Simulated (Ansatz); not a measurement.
Start from BN in the wurtzite structure (space group P6_3mc, No. 186).

```
BN
1.0
    2.55453     0.00000     0.00000
   -1.27726     2.21229     0.00000
    0.00000     0.00000     4.22457
B N
2 2
Cartesian
  1.27726   0.73743   4.22419
  0.00000   1.47486   2.11191
  1.27726   0.73743   2.64158
  0.00000   1.47486   0.52929
```

Level of theory: DFT with PBE, PAW potentials and a 420 eV plane-wave cutoff in Ansatz (a program for electronic structure), scalar-relativistic without spin-orbit coupling.

Before the change:

| Quantity | Result |
|---|---|
| Valence-band top at Γ | 0.00, 0.00, -0.26 eV |
| Density | 3.45 g/cm³ |
| Width of the top valence band | 5.37 eV |

Perturbation: cell and atoms relaxed at a pressure of 22.5 GPa.

Q: How does this affect the valence-band top at Γ?

A: The valence-band top at Γ (three highest levels, from the VBM) becomes 0.00, 0.00, -0.31 eV (base: 0.00, 0.00, -0.26 eV).

Q: How does this affect the mean gap deformation potential ΔEg/Δln V?

A: The mean gap deformation potential ΔEg/Δln V comes out as +2.2 eV.

Q: What does the calculation give for the density after the change?

A: The density goes up by 0.194 g/cm³, from 3.45 g/cm³ to 3.65 g/cm³.

Q: Estimate the effect on the width of the top valence band.

A: The width of the top valence band grows by 0.296 eV, from 5.37 eV to 5.66 eV.

Load acts through the strain it causes; cell and atoms are relaxed under it. Whether these cells are dynamically stable was not tested. Competing high-pressure phases were not computed.
